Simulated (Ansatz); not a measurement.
Consider a periodic stack without vacuum, bcc Mo (1 1 0) on 3C silicon carbide (1 1 0) (film strained to the substrate, faces as cut): substrate slab C10Si10, film Mo10, surface cells [[0, -1], [1, -1]] and [[-2, -1], [-2, -2]], film strained by -2.0 and -2.0 %, faces CSi/CSi and Mo/Mo as cut (like faces can put a slab off its formula). Its start:

```
MoCSi
1.0
    3.09713     0.00000    -0.00268
    3.09713     4.38000     0.01806
   -0.02321    -0.22489    26.86832
C Si Mo
10 10 10
Cartesian
  3.40749   1.02239   0.81531
  4.99497   3.32357   2.53232
  3.47639   1.12052   4.01780
  5.05700   3.31253   5.59890
  3.53042   1.11195   7.13071
  5.08044   3.29243   8.69547
  3.51201   1.09666  10.22574
  5.02786   3.27651  11.80398
  3.44730   1.09050  13.28933
  4.94359   3.15962  15.00563
  0.34582   0.02752   2.47922
  1.85646   2.24448   0.97044
  0.41041   0.02295   5.58251
  1.92828   2.20701   4.06688
  0.43514   0.00586   8.67463
  1.98201   2.20569   7.14231
  0.38254  -0.01630  11.75406
  1.96357   2.18727  10.23643
  0.29714  -0.00128  14.84596
  1.89656   2.17467  13.33953
  4.91993   4.30422  16.88743
  3.37568   2.10015  16.41240
  4.88830   2.03874  18.96833
  6.44091   4.21579  19.09507
  4.87287   4.19602  21.39720
  3.32483   2.00605  21.30424
  4.87903   1.97798  23.60483
  6.42224   4.17359  23.72761
  4.90355   4.13557  26.28747
  3.36539   1.97458  25.82237
```

The start was prepared with a machine-learned potential, and the result is one local minimum, with the in-plane cell held and forces under 0.04 eV/Å; the film can end far from its bulk form.

Computed with PBE (plane waves to 420 eV, PAW; Ansatz, a quantum-chemistry and plane-wave program). Spin–orbit coupling is left out; the runs are not spin-polarised; PBE gaps are too small against experiment. Its k-point mesh 12×7×1, Fermi–Dirac width 0.05 eV.

Problem. Predict the relaxed interface.

Solution. 
- interface area = 13.6 Å²
- period = 26.84 Å
- gaps between the outermost planes at the two interfaces = 1.72 and 1.72 Å
- Mo–Si contacts across the interfaces within 1.22 times the sum of covalent radii = 8, mean 2.71 Å
- C–Mo contacts across the interfaces within 1.22 times the sum of covalent radii = 6, mean 2.46 Å
- estimate of the barrier = withheld, since the Fermi level falls at or inside a band of the host, which a slab this thin can't settle
